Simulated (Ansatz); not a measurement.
**NbN in the rock salt structure (space group Fm-3m, No. 225)**

```xyz
2
Lattice="0.0000 2.1900 2.1900 2.1900 0.0000 2.1900 2.1900 2.1900 0.0000" Properties=species:S:1:pos:R:3 pbc="T T T"
N      0.0000     0.0000     0.0000
Nb     2.1900     2.1900     2.1900
```

Computed with PBEsol (Ansatz, an electronic-structure program; PAW; 420 eV plane waves; scalar-relativistic without spin-orbit coupling). Settings: 18×18×18 k-points, 0.05 eV Fermi–Dirac smearing.

- Volume per atom: 10.50 Å³
- Density: 8.45 g/cm³
- Band gap: zero
- Total energy: -2438.126 eV/atom (σ→0; compares only within this code and set-up)

Whether these cells are dynamically stable was not tested. All final runs are without spin polarisation.
